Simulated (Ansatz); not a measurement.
Base system: Mg (space group R-3m, No. 166; a cell from a computed database, its experimental status unchecked; relaxed with 0.1 eV smearing).

```
CELL_PARAMETERS angstrom
      1.58895     0.91738     7.74687
     -1.58895     0.91738     7.74687
      0.00000    -1.83476     7.74687
ATOMIC_POSITIONS crystal
  Mg 0.00000 0.00000 0.00000
  Mg 0.22206 0.22206 0.22206
  Mg 0.77794 0.77794 0.77794
```

Cartesian axes are those of the cell as printed.

Level of theory: plane-wave PAW DFT at the PBEsol level (Ansatz, an electronic-structure program, 420 eV), no spin-orbit coupling.

For the base:

The pressure is 0.0 GPa and the volume per atom comes out as 22.58 Å³.

The change: tensile biaxial strain of 1.19 % in the plane normal to [001], as in epitaxy on a mismatched substrate; the out-of-plane cell vector and the atoms relax.

Question: How does this affect the energy relative to the base, pressure and volume per atom?

Answer: The energy goes up by 1.6 meV/atom; the pressure (mean of the normal stresses, compression positive) goes from zero to -0.6 GPa; the volume per atom goes up by 0.39 Å³ (22.58 Å³ → 22.97 Å³).

Whether these cells are dynamically stable was not tested. This is not the structure that Mg has at room temperature and ambient pressure.
